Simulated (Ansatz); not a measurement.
Take AlAs in the zinc blende structure (space group F-43m, No. 216; a = 5.6747 Å) as the base.

Computed with plane-wave PAW DFT at the PBEsol level (Ansatz, a first-principles code, 420 eV), no SOC.

For the base:

The band gap comes out as 1.34 eV, the gap character is indirect, Γ → X and the volume per atom comes out as 22.84 Å³. The width of the top valence band comes out as 2.82 eV and the smallest direct gap comes out as 1.91 eV.

It is then changed as follows: every As is replaced by N, then cell and atoms are relaxed.

Tabulated Pauling electronegativity and covalent radius: As 2.18, 1.19 Å; N 3.04, 0.71 Å.

Q: What happens to the band gap, gap character, volume per atom, width of the top valence band and smallest direct gap?

A: The band gap grows by 1.85 eV (1.34 eV → 3.19 eV); the gap character remains indirect, Γ → X; the volume per atom shrinks by 12.35 Å³, from 22.84 Å³ to 10.49 Å³; the width of the top valence band shrinks by 0.107 eV, from 2.82 eV to 2.72 eV; the smallest direct gap increases by 2.15 eV (1.91 eV → 4.06 eV).

Whether these cells are dynamically stable was not tested. This is not the structure that AlN has at room temperature and ambient pressure.
